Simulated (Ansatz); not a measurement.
Start from NaCl in the rock salt structure (space group Fm-3m, No. 225).

```
CELL_PARAMETERS angstrom
      0.00000     2.80073     2.80073
      2.80073     0.00000     2.80073
      2.80073     2.80073     0.00000
ATOMIC_POSITIONS crystal
  Na 0.00000 0.00000 0.00000
  Cl 0.50000 0.50000 0.50000
```

Computed with PBEsol (Ansatz, a program for electronic structure), no spin-orbit coupling.

Base values:

Density: 2.21 g/cm³
Band gap: 5.01 eV

One thing is altered: a hydrostatic pressure of 0.7 GPa.

Predict the new density and band gap.

The density grows by 0.06 g/cm³ to 2.27 g/cm³; the band gap grows by 0.10 eV (5.01 eV → 5.11 eV).

Load acts through the strain it causes; cell and atoms are relaxed under it. Whether these cells are dynamically stable was not tested.
